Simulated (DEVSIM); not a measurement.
Structure: abrupt In0.53Ga0.47As p-n junction, at 250 K.

Layer 1 from the left is In0.53Ga0.47As, thickness (μm) 2.70, Na (cm⁻³) 1.8e17, τn (s) 3.9e-9, τp (s) 3.9e-9. Layer 2 from the left is In0.53Ga0.47As, thickness (μm) 0.910, Nd (cm⁻³) 1.1e15, τn (s) 3.9e-9, τp (s) 3.9e-9.

Left contact: ohmic. Right contact: ohmic. Voltage is applied to the left contact. Recombination: SRH at mid-gap, Auger. Mobility is μmin + (μ − μmin)/(1 + (N/Nref)^α).

Constants are typed, rounded textbook-type inputs, not results; the design itself was drawn at random and stands for no fabricated device. Values at 300 K; Nc and Nv go as T^1.5, mobilities as T to minus their exponent, the gap by Varshni's rule with the affinity fixed.

In0.53Ga0.47As: gap (eV) 0.74, affinity (eV) 4.51, permittivity 13.9, Nc (cm⁻³) 2.1e17, Nv (cm⁻³) 7.7e18, μn (cm²/Vs) 12000, μp (cm²/Vs) 300, μn,min 300, μp,min 10, Nref,n 1.3e17, Nref,p 4.9e17, αn 0.48, αp 0.4, T exponent of μn 1.6, T exponent of μp 1.6, Cn (cm⁶/s) 5e-29, Cp (cm⁶/s) 5e-29, Varshni α (eV/K) 0.00035, Varshni β (K) 190.

DEVSIM, 1D drift-diffusion, Boltzmann statistics, complete ionisation; no tunnelling, impact ionisation, image-force lowering or self-heating.

Problem. What does the simulation give for the potential step across the device at zero bias, the dark forward voltage at 1 A/cm², the largest field in the device at zero bias, the dark forward voltage at 100 A/cm²?

Solution. potential step across the device at zero bias 0.572 V; dark forward voltage at 1 A/cm² 0.390 V; largest field in the device at zero bias 22000 V/cm; dark forward voltage at 100 A/cm² 0.524 V.
